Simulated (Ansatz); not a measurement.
# A computed series for hypothetical P-3m1 Ba3P2: response to strain

The parent structure is Ba$_{3}$P$_{2}$ (space group P-3m1, No. 164; a hypothetical phase, not in the database extracts checked).

```xyz
5
Lattice="5.4010 0.0000 0.0000 -2.7005 4.6774 0.0000 0.0000 0.0000 6.7262" Properties=species:S:1:pos:R:3 pbc="T T T"
P      0.0000     3.1183     1.4328
P      2.7005     1.5591     5.2934
Ba     0.0000     0.0000     0.0000
Ba     0.0000     3.1183     4.7127
Ba     2.7005     1.5591     2.0135
```

Cartesian axes are those of the cell as printed.

Strains are applied to the cell and any free atomic positions relax; under biaxial strain the out-of-plane vector relaxes too.

The values are results of PBEsol/PAW in Ansatz (a program for electronic structure), no SOC, not measurements.

Notes on the quantities. pressure: mean of the normal stresses, compression positive.

```csv
variant,hole mass,pressure,space group
base,"0.17 mₑ along c, 0.61 mₑ across (at Γ)",0.00 GPa,P-3m1 (No. 164)
"biaxial strain −2.99 %, plane normal [001], relaxed out of plane","1.9 mₑ out of plane, 0.55 mₑ in plane (at H)",1.02 GPa,P-3m1 (No. 164)
"biaxial strain +2.89 %, plane normal [001], relaxed out of plane",–,-1.3 GPa,P-3m1 (No. 164)
isotropic strain −0.78 %,"0.17 mₑ along c, 0.57 mₑ across (at Γ)",0.91 GPa,P-3m1 (No. 164)
isotropic strain +2.44 %,"0.16 mₑ along c, 0.72 mₑ across (at Γ)",-2.32 GPa,P-3m1 (No. 164)
uniaxial strain ε_xx = +5.57 %,"0.64 mₑ along x, 0.58 mₑ along y, 0.15 mₑ along z (at Γ)",-1.86 GPa,C2/m (No. 12)
uniaxial strain ε_yy = +2.66 %,"0.16 mₑ along z, 0.61 mₑ across (at Γ)",-0.98 GPa,C2/m (No. 12)
uniaxial strain ε_zz = +1.49 %,"0.18 mₑ along z, 0.71 mₑ across (at Γ)",-0.45 GPa,P-3m1 (No. 164)
tensor shear ε_xy = −1.57 %,"0.17 mₑ along z, 0.61 mₑ across (at Γ)",0.02 GPa,P-1 (No. 2)
```

A case with no gap was solved on a k-mesh chosen for an insulator, which is coarse for it. The levels and masses belong to the bands next to the band gap. Effective masses come from finite differences of ±0.01 Å⁻¹. No phonon test of stability was made. The final runs are not spin-polarised.
